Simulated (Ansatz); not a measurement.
Density of states of W (Im-3m, 1 atom in the cell).

```
W
1.0
   -1.56138     1.56138     1.56138
    1.56138    -1.56138     1.56138
    1.56138     1.56138    -1.56138
W
1
Direct
  0.00000   0.00000   0.00000
```

Computed with PBE, PAW files (plane waves; Ansatz, a program for electronic structure).

SCF settings: kpoints.mp_grid.grid = 15 15 15; hamiltonian.xc = pbe; hamiltonian.pseudopotentials = {kind: paw} (the program's default PAW files); scf.occupations.method = fermi_dirac; scf.occupations.width = 0.0073 Ry. Keys of the DOS step: output.dos.nscf_kmesh.grid = 15 15 15.

The starting cell comes from a database of computed structures (which also holds hypothetical and non-ambient phases and stackings), without a prior relaxation at this level. Its lattice was rescaled by a random factor within 2.5 % of one. Spin-orbit coupling is off. Spin polarisation is off.

Total DOS (both spins), as means of the tabulated values in each energy bin; the zero is the program's Fermi level or highest filled level, and the curve is cut to this window:

| E (eV) | states/eV/cell |
|---|---|
| -7.75 | 0.11 |
| -7.25 | 0.14 |
| -6.75 | 0.21 |
| -6.25 | 0.60 |
| -5.75 | 0.76 |
| -5.25 | 0.96 |
| -4.75 | 1.01 |
| -4.25 | 0.42 |
| -3.75 | 0.85 |
| -3.25 | 1.72 |
| -2.75 | 0.94 |
| -2.25 | 1.42 |
| -1.75 | 1.35 |
| -1.25 | 0.57 |
| -0.75 | 0.35 |
| -0.25 | 0.37 |
| 0.25 | 0.51 |
| 0.75 | 0.69 |

Around zero the curve holds about 0.4 states/eV/cell.

Keys are those of Ansatz 0.2.
